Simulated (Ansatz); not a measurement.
This Ansatz (a program for electronic structure) input is the reference run, NaCl in the rock salt structure (space group Fm-3m, No. 225), computed with Ansatz, PBEsol, PAW, cutoff 420 eV, no SOC:

Ansatz 0.2 input:
```yaml
crystal:
  lattice:
    - [0, 2.8007349575, 2.8007349575]
    - [2.8007349575, 0, 2.8007349575]
    - [2.8007349575, 2.8007349575, 0]
  atoms:
    - { symbol: Na, position: [0, 0, 0] }
    - { symbol: Cl, position: [0.5, 0.5, 0.5] }
basis: { ecutwfc: 420, ecutrho_ratio: 4, xc_grid: 2, fft_grid_basis: typed }
kpoints: { mp_grid: { grid: [10, 10, 10] } }
hamiltonian:
  xc: pbesol
  dispersion: none
  pseudopotentials: { kind: paw }
scf: { occupations: { method: fermi_dirac, width: 0.05 }, convergence: { dr2_threshold: 0.0000000002 } }
output: { forces: true, stress: true }
checkpoint: { write: state.ck, write_every: 1000 }
```

**Question.** Write the input for this change: biaxial strain −2.08 %, plane normal [111], relaxed out of plane (Cartesian); in-plane vectors clamped, the third vector and the atoms free.

**Answer.** 
Ansatz 0.2 input:
```yaml
crystal:
  lattice:
    - [3.8784519444, 0, 0]
    - [1.9392259722, 3.3588379112, 0]
    - [1.9392259722, -1.1196126371, 3.267643869]
  atoms:
    - { symbol: Na, position: [0, 0, 0] }
    - { symbol: Cl, position: [0, 0.5, 0.5] }
basis: { ecutwfc: 420, ecutrho_ratio: 4, xc_grid: 2, fft_grid_basis: typed }
kpoints: { mp_grid: { grid: [10, 10, 10] } }
hamiltonian:
  xc: pbesol
  dispersion: none
  pseudopotentials: { kind: paw }
scf: { occupations: { method: fermi_dirac, width: 0.05 } }
relax: { f_tol: 0.005, max_steps: 50, cell: { stress_tol: 0.01, fix: [a, b, gamma] } }
output: { forces: true, stress: true }
checkpoint: { write: state.ck, write_every: 1000 }
```
This is the input that was run; other choices of cell and start would serve too.

Stability against distortions was not tested.
